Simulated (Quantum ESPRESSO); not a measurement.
## Quick settings and what they miss: Mg2NCl (R-3m, 4 atoms in the cell)

Self-consistent single point.

```xyz
4
Lattice="1.6389 -0.9462 5.9243 0.0000 1.8924 5.9243 -1.6389 -0.9462 5.9243" Properties=species:S:1:pos:R:3 pbc="T T T"
Mg     0.0000     0.0000     3.9602
Mg     0.0000     0.0000    13.8128
N      0.0000     0.0000     8.8865
Cl     0.0000     0.0000     0.0000
```

Method: PBEsol, GBRV 1.5 ultrasoft (PBESOL) pseudopotentials (plane waves; Quantum ESPRESSO 7.5).

Base settings: ecutwfc = 40 Ry; ecutrho = 200 Ry; occupations = smearing; smearing = fermi-dirac; degauss = 0.000734986 Ry; K_POINTS = automatic 12 12 12 0 0 0; conv_thr = 1e-08 Ry.

Tight run (finer mesh or higher cutoff; not a proven limit): ecutwfc: 40 Ry → 56 Ry; ecutrho: 200 Ry → 280 Ry; conv_thr: 1e-08 Ry → 7.3e-11 Ry; K_POINTS: automatic 12 12 12 0 0 0 → automatic 17 17 17 0 0 0. It gave top of the valence band (on the code's own zero) 7.47 eV; gap on the k-point mesh 2.46 eV; pressure 0.78 GPa; largest force (vector length) 0.155 eV/Å.

Quick runs, as changes from the base:
- A: the base itself
- B: ecutwfc: 40 Ry → 20 Ry; ecutrho: 200 Ry → 100 Ry; pseudopotentials: {Mg: mg_pbesol_v1.4.uspp.F.UPF, N: n_pbesol_v1.2.uspp.F.UPF, Cl: cl_pbesol_v1.4.uspp.F.UPF} → {Mg: mg_lda_v1.4.uspp.F.UPF, N: n_lda_v1.2.uspp.F.UPF, Cl: cl_lda_v1.4.uspp.F.UPF}; K_POINTS: automatic 12 12 12 0 0 0 → automatic 4 4 4 0 0 0 [LDA (PZ)]
- C: ecutwfc: 40 Ry → 32 Ry; ecutrho: 200 Ry → 160 Ry; conv_thr: 1e-08 Ry → 7.3e-05 Ry; pseudopotentials: {Mg: mg_pbesol_v1.4.uspp.F.UPF, N: n_pbesol_v1.2.uspp.F.UPF, Cl: cl_pbesol_v1.4.uspp.F.UPF} → {Mg: mg_lda_v1.4.uspp.F.UPF, N: n_lda_v1.2.uspp.F.UPF, Cl: cl_lda_v1.4.uspp.F.UPF}; K_POINTS: automatic 12 12 12 0 0 0 → automatic 2 2 2 0 0 0 [LDA (PZ)]
- D: ecutwfc: 40 Ry → 24 Ry; ecutrho: 200 Ry → 120 Ry; pseudopotentials: {Mg: mg_pbesol_v1.4.uspp.F.UPF, N: n_pbesol_v1.2.uspp.F.UPF, Cl: cl_pbesol_v1.4.uspp.F.UPF} → {Mg: mg_lda_v1.4.uspp.F.UPF, N: n_lda_v1.2.uspp.F.UPF, Cl: cl_lda_v1.4.uspp.F.UPF}; K_POINTS: automatic 12 12 12 0 0 0 → automatic 1 1 1 0 0 0 [LDA (PZ)]
- E: ecutwfc: 40 Ry → 24 Ry; ecutrho: 200 Ry → 120 Ry; K_POINTS: automatic 12 12 12 0 0 0 → automatic 3 3 3 0 0 0
- F: K_POINTS: automatic 12 12 12 0 0 0 → automatic 4 4 4 1 1 1

Dashes: energy of B, C, D, another energy zero; gap of D, left out as unsure on this mesh or at this smearing.

Gaps are read on each run's own mesh, which may miss the band edges.

† marks runs with another functional, U, potentials or spin treatment: their distance from the tight run is not a convergence error alone.

The count of work is k-points × plane waves × bands × iterations; it is no time. 

The starting cell comes from a database of computed structures (which also holds hypothetical and non-ambient phases and stackings), without a prior relaxation at this level. Its lattice was rescaled by a random factor within 2.5 % of one.

```tsv
run	energy less tight (meV/atom)	pressure less tight (GPa)	largest miss in a force vector (eV/Å)	gap on the mesh less tight (eV)	count of work / tight
A	3.6	0.04	0.000	0.000	0.19
B†	–	-186.09	0.167	-0.176	0.0044
C†	–	-4.43	0.369	-0.218	0.0021
D†	–	-37.06	2.100	–	0.00047
E	984.0	-60.53	0.045	-0.096	0.0026
F	12.4	0.12	0.016	0.302	0.010
```

Among the runs at the tight run's level, the energy misses run from 3.6 to 984.0 meV/atom.

Left out of this page: 1 run of the series outside the window shown, repeating another row's setting, or not comparable.
